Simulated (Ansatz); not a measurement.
**2 layers of silicene, twisted by 21.8° (silicene a predicted or substrate-bound sheet, here free)**

Method: PBE+D3(BJ) (plane waves to 420 eV, PAW; Ansatz, an electronic-structure program). Scalar-relativistic, without spin–orbit coupling. Its k-point mesh 6×6×1, Fermi–Dirac width 0.05 eV. A dipole correction is on.

gap between facing atomic planes: 2.28 Å
step of the vacuum level across the stack (top less bottom): 0.00 eV
interaction energy of the frozen layers: -106.3 meV/Å²
bonding between the layers: chemical, by the spacing and the binding; the sheets are no longer the free ones
interaction energy without the D3 term at this geometry: -90.8 meV/Å²
work functions of the lower and upper faces: 4.69 and 4.69 eV

```
CELL_PARAMETERS angstrom
     10.17843     0.00000     0.00000
     -5.08921     8.81478     0.00000
      0.00000     0.00000    22.38000
ATOMIC_POSITIONS crystal
  Si 0.19847 0.25409 0.44897
  Si 0.33333 0.66667 0.40090
  Si 0.48240 0.10269 0.40513
  Si 0.62029 0.51760 0.40513
  Si 0.74591 0.94438 0.44897
  Si 0.89731 0.37971 0.40513
  Si 0.05562 0.80153 0.44897
  Si 0.25423 0.05482 0.44573
  Si 0.40601 0.50988 0.44855
  Si 0.49012 0.89613 0.44855
  Si 0.66667 0.33333 0.44594
  Si 0.80059 0.74577 0.44573
  Si 0.94518 0.19941 0.44573
  Si 0.10387 0.59399 0.44855
  Si 0.40587 0.89610 0.55146
  Si 0.25437 0.19952 0.55426
  Si 0.49023 0.59413 0.55146
  Si 0.80048 0.05485 0.55426
  Si 0.66667 0.33333 0.55405
  Si 0.94515 0.74563 0.55426
  Si 0.10390 0.50977 0.55146
  Si 0.33333 0.66667 0.59912
  Si 0.19837 0.94442 0.55103
  Si 0.48250 0.37983 0.59487
  Si 0.74605 0.80163 0.55103
  Si 0.62017 0.10266 0.59487
  Si 0.89734 0.51750 0.59487
  Si 0.05558 0.25395 0.55103
```
